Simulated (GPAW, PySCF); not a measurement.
A GPAW input for a self-consistent single point of CaSe (Fm-3m, 2 atoms in the cell) (DFT PBE, plane waves, GPAW PAW datasets PBE (gpaw-data 1.0.1)):

```python
from ase import Atoms
from ase.units import GPa
from gpaw import GPAW, PW, FermiDirac

atoms = Atoms(['Ca', 'Se'],
              cell=[[0.000000, 3.040041, 3.040041],
                    [3.040041, 0.000000, 3.040041],
                    [3.040041, 3.040041, 0.000000]],
              scaled_positions=[[0.000000, 0.000000, 0.000000],
                                [0.500000, 0.500000, 0.500000]],
              pbc=True)

calc = GPAW(mode=PW(550),
            xc='PBE',
            kpts={'size': (6, 6, 6), 'gamma': True},
            occupations=FermiDirac(0.0),
            nbands=-8,
            convergence={'forces': 0.001, 'bands': -6},
            symmetry={'symmorphic': False, 'tolerance': 0.0005},
            maxiter=150)

atoms.calc = calc

energy = atoms.get_potential_energy()
print('Energy (eV):', round(energy, 6))
forces = atoms.get_forces()
print('Forces (eV/Ang):')
print(forces.round(5))
stress = atoms.get_stress()
print('Stress (GPa, Voigt):', (stress / GPa).round(4))
```

Give the PySCF input for the same structure, mesh, smearing and functional.

One input that does it (others would too):

```python
import numpy as np
from pyscf.pbc import gto, scf, dft

cell = gto.M(
    a=np.array([[0, 5.7448449, 5.7448449],
              [5.7448449, 0, 5.7448449],
              [5.7448449, 5.7448449, 0]]),
    atom='''
Ca              0              0              0
Se      5.7448449      5.7448449      5.7448449
''',
    unit='Bohr',
    basis='gth-dzvp-molopt-sr',
    pseudo='gth-pbe',
    ke_cutoff=110,
    precision=1e-07,
    max_memory=2000,
    verbose=4,
)

kpts = cell.make_kpts([6, 6, 6])
mf = dft.KRKS(cell, kpts).multigrid_numint()
mf.xc = 'pbe,pbe'
mf.conv_tol = 1e-08
mf.max_cycle = 50
mf.kernel()

res = dict(e_tot=mf.e_tot, converged=mf.converged, nao=cell.nao, mesh=cell.mesh, nelectron=cell.nelectron)
np.savez('results.npz', **res)
eps, occ = np.array(mf.mo_energy), np.array(mf.mo_occ)
nk = len(mf.kpts)
res.update(mo_energy=eps, mo_occ=occ)
print('electrons per cell = %.6f' % (occ.sum() / nk))
full = 1.0
print('highest filled level = %.6f Ha, lowest empty level = %.6f Ha' % (eps[occ > full].max(), eps[occ <= full].min()))
np.savez('results.npz', **res)
```

Basis settings and potentials, where a program has them, do not carry over. This input uses DFT PBE, Gaussian basis gth-dzvp-molopt-sr, GTH pseudopotentials gth-pbe, FFT density fitting with multigrid. Both were run: gap on the mesh 2.218 eV in GPAW and 2.236 in PySCF.

On PySCF: the starting cell comes from a database of computed structures (which also holds hypothetical and non-ambient phases and stackings), without a prior relaxation at this level. Its lattice was rescaled by a random factor within 2.5 % of one. Values carry the incompleteness of an atom-centred basis.

On GPAW: the starting cell comes from a database of computed structures (which also holds hypothetical and non-ambient phases and stackings), without a prior relaxation at this level. Its lattice was rescaled by a random factor within 2.5 % of one.
